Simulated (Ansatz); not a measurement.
**TiAl: biaxial strain −3.00 %, plane normal [001], relaxed out of plane**

Base system: TiAl (space group P4/mmm, No. 123; a = 2.7662 Å, c = 4.0021 Å; relaxed with 0.1 eV smearing). Axes: x, y, z lie along a, b, c of the conventional cell.

Perturbation: compressive biaxial strain of 3.00 % in the plane normal to [001], as in epitaxy on a mismatched substrate; the out-of-plane cell vector and the atoms relax.

Calculations: LDA (Ansatz, a quantum-chemistry and plane-wave program), no spin-orbit coupling. Γ-centred 21×21×15 mesh, Fermi–Dirac width 0.1 eV.

```tsv
quantity	base	changed	shift
volume per atom	15.31 Å³	14.87 Å³	-0.44 Å³
space group	P4/mmm (No. 123)	P4/mmm (No. 123)	–
shortest interatomic distance	2.766 Å	2.683 Å	-0.083 Å
pressure (mean of the normal stresses, compression positive)	0.0 GPa	3.9 GPa	+3.9 GPa
band gap	zero	zero	–
out-of-plane strain	–	+3.22 %	–
ratio −ε⊥/ε∥	–	1.07	–
mean in-plane stress (compression positive)	–	+5.8 GPa	–
```

Cost of the whole job for the changed cell (relaxation, final SCF and bands): around 60 core-seconds (rough).

Whether these cells are dynamically stable was not tested. The final runs are not spin-polarised.
